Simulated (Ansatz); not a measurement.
Band structure of SrGe3Pd (I4mm, 5 atoms in the cell).

```
SrGe3Pd
1.0
   -2.24079     2.24079     5.14480
    2.24079    -2.24079     5.14480
    2.24079     2.24079    -5.14480
Sr Ge Pd
1 3 1
Direct
  0.99859   0.99859   0.00000
  0.39970   0.39970   0.00000
  0.75315   0.25315   0.50000
  0.25315   0.75315   0.50000
  0.64310   0.64310   0.00000
```

Method of the run: PBEsol, PAW files made with PBE (plane waves; Ansatz, a first-principles code).

Settings: kpoints.mp_grid.grid = 6 6 6; hamiltonian.xc = pbesol; hamiltonian.pseudopotentials = {kind: paw} (the program's default PAW files); scf.occupations.method = gaussian; scf.occupations.width = 0.1 eV; kpoints.band_path.npoints = 8.

The starting cell comes from a database of computed structures (which also holds hypothetical and non-ambient phases and stackings), without a prior relaxation at this level. Spin polarisation is off.

Levels in eV from the Fermi level, bands 32 to 39:
```
point     32     33     34     35    36    37    38    39
-----  -----  -----  -----  -----  ----  ----  ----  ----
Γ      -3.12  -2.03  -2.03   0.49  0.49  0.75  0.77  4.05
X      -3.24  -2.60  -2.22  -2.20  2.10  2.63  3.79  4.01
Y      -3.12  -2.72  -1.95  -1.69  2.02  2.43  3.51  3.56
S      -2.29  -1.88  -1.51  -0.42  0.49  1.02  2.69  2.75
Z      -2.78  -2.68  -0.64   1.45  1.82  1.82  2.01  2.80
S1     -2.29  -1.88  -1.51  -0.42  0.49  1.02  2.69  2.75
N      -2.97  -2.00  -1.31  -0.24  0.06  1.07  1.65  2.25
P      -3.43  -2.36  -2.36  -2.15  1.38  3.12  3.12  4.42
Y1     -3.12  -2.72  -1.95  -1.69  2.02  2.43  3.51  3.56
```

Bands cross the Fermi level along this path, so the cell is metallic at this level.

Keys are those of Ansatz 0.2.
